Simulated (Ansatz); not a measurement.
The reference is Pd in the fcc (Cu type) structure (space group Fm-3m, No. 225; a = 3.945 Å; relaxed with 0.1 eV smearing).

Calculations: Ansatz (a first-principles code) PBE, scalar-relativistic without spin-orbit coupling.

Base values:

| Quantity | Value |
|---|---|
| Pressure | 0.0 GPa |
| Band gap | zero |

One thing is altered: an isotropic linear strain of −2.00 %, atoms relaxed at fixed cell.

What happens to the energy relative to the base, pressure and band gap?

The energy increases by 31 meV/atom; the pressure goes from zero to 11.9 GPa; the band gap stays zero.

Whether these cells are dynamically stable was not tested. All final runs are without spin polarisation.
